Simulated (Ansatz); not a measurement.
We consider HfC (model structure, started from the CsCl type, Pm-3m, No. 221, 2 atoms in the cell), described by LDA (Ansatz, an electronic-structure program, PAW).

Run with plane-wave cutoff 520 eV, 18×18×18 k mesh, Fermi–Dirac smearing 0.05 eV, scalar-relativistic PAW data made under PBE.

Cell (relaxed at this level):

```
HfC
1.0
    2.84435     0.00000     0.00000
    0.00000     2.84435     0.00000
    0.00000     0.00000     2.84435
Hf C
1 1
Direct
  0.00000   0.00000   0.00000
  0.50000   0.50000   0.50000
```

**Question.** Give the computed bulk modulus.

**Answer.** 
- bulk modulus: 233 GPa

The run finds no gap.

Note: the bulk modulus is −V dP/dV from two relaxed cells at ±2 % in volume; the relaxation could raise the start's symmetry but not lower it, so the cell can be a saddle point.

Spin–orbit coupling is not included; it can open a gap where bands touch, and shift volumes and moduli.

The computed numbers hold no vibrational or temperature effects.

The result took roughly 19 core-seconds.

A model structure was made by putting elements into a prototype or built by hand; it is no filed structure, need not be a known phase, and can be a saddle point held by its symmetry.
